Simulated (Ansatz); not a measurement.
Pressure series in Sr2MgMoO6

Consider Sr$_{2}$MgMoO$_{6}$ (space group I4/m, No. 87; a = 5.533 Å, c = 7.948 Å; a cell from a computed database, its experimental status unchecked).

Cell and atoms are relaxed at each pressure.

Calculations: Ansatz (a quantum-chemistry and plane-wave program), PBEsol, PAW, cutoff 420 eV, without spin-orbit coupling.

Notes on the quantities. enthalpy: H = E + PV relative to the base's energy.

```csv
change,enthalpy,volume per atom
base,–,12.16 Å³
pressure 0.3 GPa,+0.02 eV/atom,12.14 Å³
pressure 0.7 GPa,+0.05 eV/atom,___
pressure 3 GPa,+0.23 eV/atom,11.92 Å³
pressure 5 GPa,+0.37 eV/atom,11.77 Å³
pressure 7.5 GPa,+0.56 eV/atom,___
pressure 10 GPa,+0.73 eV/atom,11.43 Å³
```

Q: Complete the table.

A: 
- pressure 0.7 GPa, volume per atom: 12.10 Å³
- pressure 7.5 GPa, volume per atom: 11.59 Å³

Load acts through the strain it causes; cell and atoms are relaxed under it. Whether these cells are dynamically stable was not tested. Competing high-pressure phases were not computed.
